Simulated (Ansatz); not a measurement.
## Sn: pressure series

Consider Sn (space group I4_1/amd, No. 141; a = 5.888 Å, c = 3.185 Å).

Cell and atoms are relaxed at each pressure.

Computed with r2SCAN in Ansatz (plane waves to 500 eV, PAW, no spin-orbit coupling), earlier PAW set.

```tsv
P (GPa)	V (Å³/atom)
-2.01	28.750
-1.00	28.131
2.99	26.264
6.99	24.936
15.02	23.062
30.01	20.833
50.01	18.982
75.00	17.453
100.00	16.356
```

### Question
Fit a third-order Birch–Murnaghan equation of state.

### Answer
Least squares on P(V) = (3B₀/2)[(V₀/V)^(7/3) − (V₀/V)^(5/3)]·[1 + (3/4)(B₀′ − 4)((V₀/V)^(2/3) − 1)] gives V₀ = 27.58 Å³/atom, B₀ = 55 GPa and B₀′ = 4.7.

Measured bulk modulus of Sn: 57.037 GPa (temperature not stated; as listed in Tao Chen et al., Physical Review Materials (2023)); the computed value is for a static lattice, so the two differ by thermal effects too.

Load acts through the strain it causes; cell and atoms are relaxed under it. Stability against distortions was not tested. Measured, Sn leaves this structure (for a body-centred tetragonal phase) near 8 GPa (temperature not stated; as listed in Olga Degtyareva, NATO science for peace and security series. B, Physics and biophysics (2010)).

Ansatz is an electronic-structure program.
